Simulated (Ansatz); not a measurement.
The parent structure is C in the diamond structure (space group Fd-3m, No. 227; a = 3.532 Å). Axes: x, y, z lie along the cube axes.

Calculations: LDA/PAW in Ansatz (a quantum-chemistry and plane-wave program), no spin-orbit coupling.

It is then changed as follows: the cell is scaled by 1.0250 in all directions, atoms relaxed at fixed cell.

Question: Predict the stress tensor and what it implies for the stiffness.

Answer: Stress of the strained cell less that of the base (GPa, compression positive):
```
 -30.21    0.00    0.00
   0.00  -30.21    0.00
   0.00    0.00  -30.21
```

Then B = −ΔP/(ΔV/V₀) with ΔV/V₀ = 0.0769 gives secant stiffness values (nonlinear terms included at this strain): B ≈ 393 GPa.

As a check, the harmonic strain energy −½ V₀ Δσ:ε is 39 meV/atom; the computed energy rise is 42 meV/atom.

No phonon test of stability was made.
